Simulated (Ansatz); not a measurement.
Worked example: relaxation of cell and atoms of Al2Cu (I4/mmm, 3 atoms in the cell) in Ansatz (an electronic-structure program).

Computed with LDA (PW92), default PAW files made with PBE (plane waves; Ansatz).

The change in words: atoms on their sites; basis.ecutwfc: 420 eV → 295 eV; relax: default → cell and atoms. Reference geometry:
```
Al2Cu
1.0
   -2.02018     2.02018     2.83684
    2.02018    -2.02018     2.83684
    2.02018     2.02018    -2.83684
Al Cu
2 1
Direct
  0.75000   0.25000   0.50000
  0.25000   0.75000   0.50000
  0.50881   0.50881   0.00000
```

Reference input (self-consistent single point, DFT, LDA (PW92), plane waves, default PAW files made with PBE): basis.ecutwfc = 420 eV; kpoints.mp_grid.grid = 11 11 11; hamiltonian.xc = lda; hamiltonian.pseudopotentials = {kind: paw} (the program's default PAW files); scf.occupations.method = gaussian; scf.occupations.width = 0.1 eV. This run's input differs from it in these lines:

Ansatz 0.2 input:
```diff
@@ -9,5 +9,5 @@
     - { symbol: Al, position_ang: [2.020183, 0.000000, 1.418420] }
-    - { symbol: Cu, position_ang: [-0.000000, 0.000000, 2.886842] }
+    - { symbol: Cu, position_ang: [0.000000, 0.000000, 2.836840] }
 basis:
-  ecutwfc: 420.0
+  ecutwfc: 295.0
 kpoints:
@@ -23,2 +23,4 @@
     width: 0.1
+relax:
+  cell: {}
 output:
```

The program printed (abridged):

```
   [... SCF lines of the steps left out ...]
relax step   1: F+E_penalty+E_count = -7581.60851146 eV  Δ(F+E_penalty+E_count) = +0.000e0 eV  max|allowed force component| = 4.626e-18 eV/Å  Δτ_max = 0.0000 Å  P = -0.849 GPa  Ω = 46.310 Å³  (7 SCF iters, dr2 threshold 1.00e-7 eV, accepted)
relax step   2: F+E_penalty+E_count = -7581.63164208 eV  Δ(F+E_penalty+E_count) = -2.313e-2 eV  max|allowed force component| = 1.503e-17 eV/Å  Δτ_max = 0.0000 Å  P = +0.199 GPa  Ω = 46.065 Å³  energy of the carried Pulay correction = +2.250e-2 eV  [...]
   [... lines left out ...]
relax step  10: F+E_penalty+E_count = -7581.61137230 eV  Δ(F+E_penalty+E_count) = -1.397e-3 eV  max|allowed force component| = 2.313e-18 eV/Å  Δτ_max = 0.0000 Å  P = +0.001 GPa  Ω = 45.935 Å³  energy of the carried Pulay correction = +1.390e-3 eV  [...]
relax step  11: F+E_penalty+E_count = -7581.61058377 eV  Δ(F+E_penalty+E_count) = +7.885e-4 eV  max|allowed force component| = 6.939e-18 eV/Å  Δτ_max = 0.0000 Å  P = -0.012 GPa  Ω = 45.935 Å³  stress off target by 3.14e-2 GPa  SCF on the basis [...]
basis re-selected at this cell: Δ(F+E_penalty+E_count) = +7.885e-4 eV, ΔP = -0.013 GPa vs the last step
the relaxation is at rest under the 16 symmetry operations that the run kept from its start: a minimum is not shown …
Free energy (F): -7581.610584 eV
Internal energy: -7581.604820 eV  (E = F + TS)
E sigma→0 (E₀):  -7581.607702 eV
Entropy (-TS):   -0.005763 eV (-1.921 meV/atom)
Fermi energy:    9.517092 eV
--- Forces (eV/Å), atoms counted from 1 ---
  atom   1  Al    -0.00000000     0.00000000     0.00000000
   [... zero for the other atoms too ...]
   [... lines left out ...]
  cell:  # Å, volume = 45.9346 Å³
   [... lines left out ...]
    - [2.010635465672387, -2.010635465672387, 2.84061827551052]
    - [2.010635465672387, 2.010635465672387, -2.84061827551052]
  atoms:
    - { symbol: Al, position: [0.7500000000000001, 0.24999999999999994, 0.5000000000000001] }
    - { symbol: Al, position: [0.24999999999999994, 0.7500000000000001, 0.5000000000000001] }
    - { symbol: Cu, position: [0.5, 0.5, -3.771048641754583e-36] }
```

The run converged. 

Summary of the result:
| Property | Value |
|---|---|
| Free energy E − TS (on the zero of these files) | -7581.6106 eV |
| Fermi level (on the code's own zero) | 9.52 eV |
| Pressure | -0.01 GPa |
| Final cell | a = 4.019 Å, b = 4.019 Å, c = 4.019 Å, α = 119.97°, β = 119.97°, γ = 90.06° |
| Final volume per atom | 15.31 Å³ |
| Relaxation steps | 11 |

The starting cell comes from a database of computed structures (which also holds hypothetical and non-ambient phases and stackings), without a prior relaxation at this level. Its lattice was rescaled by up to half a per cent. Spin polarisation is off. The relaxation keeps the symmetry of its start, so its end need not be a minimum. Ansatz's pressure includes its estimate of the finite-basis (Pulay) stress. Without the estimate this run gives -14.79 GPa. The cutoff lies below the one recommended for these files.
